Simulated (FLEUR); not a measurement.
Checking a run of FLEUR on RuAl (Pm-3m, 2 atoms in the cell). The aim is a self-consistent single point with DFT, LDA (Vosko-Wilk-Nusair), all-electron FLAPW (FLEUR), scalar-relativistic valence.

Cell that was meant: a = 2.9236 Å, b = 2.9236 Å, c = 2.9236 Å, α = 90.00°, β = 90.00°, γ = 90.00°.

Part of the input:

```xml
            <stateOccupation state="(3p1/2)" spinUp="0.1666666666667" spinDown="0.1666666666667"/>
            <stateOccupation state="(3p3/2)" spinUp="0.3333333333333" spinDown="0.3333333333333"/>
         </electronConfig>
         <energyParameters s="3" p="4" d="3" f="4"/>
      </species>
      <species name="Ruthenium (Ru)" element="Ru" atomicNumber="44">
         <mtSphere radius="2.58" gridPoints="889" logIncrement="0.014"/>
[...]
            <stateOccupation state="(4d3/2)" spinUp="1.4" spinDown="1.4"/>
            <stateOccupation state="(4d5/2)" spinUp="2.1" spinDown="2.1"/>
         </electronConfig>
         <energyParameters s="5" p="6" d="4" f="4"/>
         <lo type="SCLO" l="1" n="4" eDeriv="0"/>
      </species>
   </atomSpecies>
```

Log, with long lists cut:

```
      Welcome to FLEUR        (www.flapw.de)
      MaX-Release 8.1          (www.max-centre.eu)

 ========== k-point set info ==========
 Selected k-point list: default-1
 k-point list type: mesh
 11 x 11 x 11
 Number of k points: 56

 ------------Calculation Setup---------------------------
           1           2           4           7           8          14          28          56
 Number of basis functions:          286
 Iteration:     1   Distance:      15.95646537 me/bohr^3
 Iteration:     2   Distance:      13.52739818 me/bohr^3
 Iteration:     3   Distance:       5.74164779 me/bohr^3
 Iteration:     4   Distance:       3.22235166 me/bohr^3
 Iteration:     5   Distance:       1.34578482 me/bohr^3
   [... 6 lines left out ...]
 Iteration:    12   Distance:       0.00106129 me/bohr^3
 Iteration:    13   Distance:       0.00005351 me/bohr^3
 Iteration:    14   Distance:       0.00003724 me/bohr^3
 Iteration:    15   Distance:       0.00000158 me/bohr^3
 Run finished successfully
 Stop message:
   Structural relaxation: Done

[file out, last iteration]
             iter=     16
[...]
          total density-effective poten   -7.7699345140E+03
          total charge density-energy d   -1.4726093457E+02
 Updated energy parameters for spin:           1
[...]
 fermi energy and band-weighting factors:

[...]
FERMIE:
          first approx. to ef    (T=0)  :   0.483169 htr   (energy of the highest occ. eigenvalue)
          number of occ. states  (T=0)  :        468
          first approx. to seigv (T=0)  :  -2.221802 htr
          sum of weights of occ. states :   8.500376
          sum of semicore charge        :   0.000000 e
FERHIS:  Fermi-Energy by histogram:
          bandgap                     :   0.000652 htr
   [... lines left out ...]
          charge neutrality (T=0)     :   0.000751    (zero if the highest occ. eigenvalue is "entirely" occupied)
     EF_NEWTON:  Adjust Fermi-Energy by Newton-Method.
 Direct bandgap for spin            1 :    4.2572207282030039E-003  Htr
 ---->    free energy=                     -4769.4265958393 htr
   [... lines left out ...]
 ---->    total electron energy=           -4769.4256809020 htr
 ***** TOTAL FORCES ON ATOMS *****
 TOTAL FORCE FOR ATOM TYPE=  1  X=  2.762   Y=  2.762   Z=  2.762
                       FX_TOT= 0.000000 FY_TOT= 0.000000 FZ_TOT= 0.000000
 TOTAL FORCE FOR ATOM TYPE=  2  X=  0.000   Y=  0.000   Z=  0.000
                       FX_TOT= 0.000000 FY_TOT= 0.000000 FZ_TOT= 0.000000
 Structural relaxation: Done
```

FLEUR gives forces in its relaxation mode, with a further iteration, so its stop message speaks of a relaxation.

Is this run sound? If not, what is wrong?

The run is not sound. The fault is an energy parameter on the wrong branch. The radial functions are then built about the energy of another principal quantum number. To fix it, restore the quantum number of the valence shell. The run converged in 15 iterations without an error; against the sound input the free energy rises by 1.1 meV/atom.

The sound input it was made from differs as follows (other fixes are possible):
```diff
-         <energyParameters s="3" p="4" d="3" f="4"/>
+         <energyParameters s="3" p="3" d="3" f="4"/>
-         <energyParameters s="5" p="6" d="4" f="4"/>
+         <energyParameters s="5" p="5" d="4" f="4"/>
```

With that input, the run converged in 15 iterations: free energy E − TS -129782.7115 eV; Fermi level (on the code's own zero) 13.12 eV (DFT, LDA (Vosko-Wilk-Nusair), all-electron FLAPW (FLEUR), scalar-relativistic valence).

On the sound input: the starting cell has typed, rounded lattice constants, without a prior relaxation at this level. Its lattice was rescaled by a random factor within 2.5 % of one. Spin polarisation is off. Values depend on the basis (sphere radii, cutoffs, local orbitals), which need not be converged. The log's line on a gap gives a spacing of levels on this mesh, which the program prints for metals too.
